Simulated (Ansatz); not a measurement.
Start from Al$_{2}$O$_{3}$ in the corundum structure (space group R-3c, No. 167; a = 4.8080 Å, c = 13.1216 Å (hexagonal axes)). Axes: x lies along a and z along c of the hexagonal cell.

Computed with PBE (Ansatz, a quantum-chemistry and plane-wave program, PAW, no SOC), earlier PAW set.

Strains are applied to the cell and any free atomic positions relax; under biaxial strain the out-of-plane vector relaxes too; under stress the whole cell relaxes.

One change was made to it. Results:

The electron mass goes from 0.38 mₑ along c, 0.37 mₑ across (at Γ) to 0.41 mₑ along z, 0.36 mₑ across (at Γ); the band gap falls by 0.02 eV (5.86 eV → 5.84 eV).

Q: Name the change that was made.
A. biaxial strain +1.36 %, plane normal [001], relaxed out of plane
B. biaxial strain −1.59 %, plane normal [001], relaxed out of plane
C. uniaxial stress, 5 GPa compression along z

A: C, uniaxial stress, 5 GPa compression along z. For comparison, the band gap in the other runs: biaxial strain +1.36 %, plane normal [001], relaxed out of plane gives 5.46 eV; biaxial strain −1.59 %, plane normal [001], relaxed out of plane gives 6.15 eV.

Effective masses come from finite differences of ±0.01 Å⁻¹. Gaps are Kohn–Sham eigenvalue differences; semilocal functionals usually give less than the measured gap. Stability under load was not tested beyond the relaxation.
